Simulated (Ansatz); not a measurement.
**Li under a change: Li → Ca**

Start from Li in the bcc (W type) structure (space group Im-3m, No. 229; a = 3.477 Å).

Now apply this change: Ca takes the place of Li on all its sites; the structure is relaxed again.

Method: r2SCAN in Ansatz (plane waves to 500 eV, PAW, spin-orbit coupling left out). k-mesh 15×15×15 (Γ-centred); smearing 0.05 eV (Fermi–Dirac), for the changed cell.

The density increases by 0.99 g/cm³ (0.55 g/cm³ → 1.54 g/cm³) and the space group remains Im-3m (No. 229). The shortest interatomic distance rises by 0.8196 Å to 3.831 Å and the band gap stays zero.

Cost of the whole job for the changed cell (relaxation, final SCF and bands): roughly 50 core-seconds.

No phonon test of stability was made. This is not the structure that Ca has at room temperature and ambient pressure.

Ansatz is an electronic-structure program.
